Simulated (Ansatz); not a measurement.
The starting structures come from a database of crystals and need not be the phases stable at ambient conditions.

Consider the following.

```yaml
crystal:
  lattice:
    - [3.37360, 0.00000, 0.00000]
    - [1.68680, 6.27269, 0.00000]
    - [1.68680, 0.45360, 2.88620]
  atoms:
    - { symbol: Lu, position: [0.50000, 0.50000, 0.50000] }
    - { symbol: Ag, position: [0.00000, 0.00000, 0.00000] }
    - { symbol: O, position: [0.88890, 0.33331, 0.88890] }
    - { symbol: O, position: [0.11110, 0.66669, 0.11110] }
```

Space group of this cell: R-3m. The cell is taken as given; by r2SCAN its mean pressure is 3.0 GPa.

Transport runs along the normal of the first two printed cell vectors, the (101) plane of the conventional cell.

The gap is the functional's own, uncorrected, and κ follows it; spin-orbit coupling is left out. Mid-gap values are interpolated between the computed energies.

Q: Predict the band gap and the smallest decay constant κ at mid-gap from Ansatz (a first-principles code) with r2SCAN.

A: Gap 2.49 eV on a 10×10×10 mesh; κ = 0.249 1/Å, at the zone centre.
